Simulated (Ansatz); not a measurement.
Functionals compared on the (21-30) surface of hcp Cd in its 1x1 cell, outermost plane spacing 0.33 Å in the ideal cut, in Ansatz (plane waves, PAW). The structure was relaxed with PBE; the other rows are single points on it, each with its references at the same level. Cutoff 420 eV (500 eV for r2SCAN).

Model: 22-atom slab, 10.3 Å thick at the start (thin: gaps and levels are the slab's own), 7x5x1 mesh, Fermi-Dirac 0.1 eV, dipole correction, all atoms relaxed; start symmetry kept, larger cells not searched; no spin, no spin-orbit, no U. These notes are the PBE run's.

```
functional  surface energy (J/m²)  work function of the top face (eV)  rough cost of the single point
----------  ---------------------  ----------------------------------  ------------------------------
PBE                          0.46                                3.91                               –
LDA                          0.81                                4.25     very roughly 9 core-minutes
PBEsol                       0.71                                4.01     very roughly 9 core-minutes
RPBE                          ___                                 ___  around 10 core-minutes (rough)
r2SCAN                       0.64                                3.95  around 15 core-minutes (rough)
```

Question: What belongs in the gaps?

Answer: 
- RPBE, surface energy (J/m²): 0.29
- RPBE, work function of the top face (eV): 3.75

Ansatz is an electronic-structure program.
